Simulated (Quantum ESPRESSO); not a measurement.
**Convergence study of the plane-wave cutoff for SnO (P4mm, 4 atoms in the cell)**

```yaml
crystal:
  lattice:
    - [3.78100, 0.00000, 0.00000]
    - [0.00000, 3.78100, 0.00000]
    - [0.00000, 0.00000, 4.81580]
  atoms:
    - { symbol: Sn, position: [0.50000, 0.00000, 0.77238] }
    - { symbol: Sn, position: [0.00000, 0.50000, 0.23800] }
    - { symbol: O, position: [0.50000, 0.50000, 0.00000] }
    - { symbol: O, position: [0.00000, 0.00000, 0.00000] }
```

Method of the run: PBEsol, GBRV 1.5 ultrasoft (PBESOL) pseudopotentials (plane waves; Quantum ESPRESSO 7.5).

Base settings: ecutwfc = 40 Ry; ecutrho = 200 Ry; occupations = smearing; smearing = fd; degauss = 0.00147 Ry; potentials = {Sn: sn_pbesol_v1.4.uspp.F.UPF, O: o_pbesol_v1.2.uspp.F.UPF}; K_POINTS = automatic 3 3 2 0 0 0; conv_thr = 1e-10 Ry; mixing_beta = 0.5.

Moved along: ecutrho.

The second cell is the first with its lattice scaled by 0.98.

The mesh stays at the base's, so the ladder's end is converged at best in this setting alone.

Only quantities that move along the ladder and can be compared are tabulated; the gap is left out on so coarse a mesh.

The count of work is k-points × plane waves × bands × iterations; it is no time. 

The starting cell has typed, rounded lattice constants, without a prior relaxation at this level. Its lattice was rescaled by up to half a per cent. One atom was moved a little off its site on purpose. In the base run, with a pressure of about 3 GPa the cell is away from its equilibrium volume at this level. In the base run, forces exceed 1 eV/Å.

```csv
ecutwfc,free energy less the last step's (meV/atom),energy of the compressed cell less the first (meV/atom),pressure (GPa),largest difference of a force vector from the last step's (eV/Å),count of work / last
14 Ry,8294.76,169.44,-146.91,1.377,0.048
16 Ry,5557.07,134.69,-88.14,0.101,0.061
18 Ry,4042.56,98.57,-67.21,0.301,0.076
20 Ry,2954.25,10.93,-57.29,0.165,0.088
22 Ry,2041.74,45.08,-48.73,0.103,0.10
24 Ry,1385.04,32.44,-39.45,0.041,0.14
28 Ry,541.48,46.27,-20.27,0.016,0.16
32 Ry,197.29,46.06,-5.92,0.007,0.19
36 Ry,102.05,44.37,1.86,0.005,0.23
40 Ry,93.84,44.35,3.37,0.003,0.27
44 Ry,85.24,44.30,2.27,0.001,0.31
48 Ry,61.91,44.01,1.46,0.003,0.33
54 Ry,28.21,43.99,2.16,0.001,0.39
60 Ry,16.34,44.23,3.26,0.000,0.50
70 Ry,13.81,44.18,3.16,0.000,0.58
80 Ry,4.75,44.20,3.06,0.001,0.76
96 Ry,0.00,44.20,3.39,0.000,1.0
```

Coarsest ecutwfc that holds the free energy within 2 meV/atom: not settled: the last two steps still differ by 4.7 meV/atom, over half the tolerance, so the ladder does not show it.

Coarsest ecutwfc that holds the pressure within 1 GPa of the last step, with all finer ones: 60 Ry; the step before is off by 1.2 GPa.

Coarsest ecutwfc that holds the forces within 0.01 eV/Å of the last step, with all finer ones: 32 Ry, at 0.19 of the last step's count of work; the step before is off by 0.016 eV/Å.

Two neighbours can agree and both be off: 28 Ry and 32 Ry differ by 0.22 meV/atom in the energy of the compressed cell less the first, yet lie about 1.9 meV/atom from the last step.

At the lowest cutoff the pressure lies 150 GPa under the last step's, the usual sign of Pulay stress in an incomplete plane-wave basis.
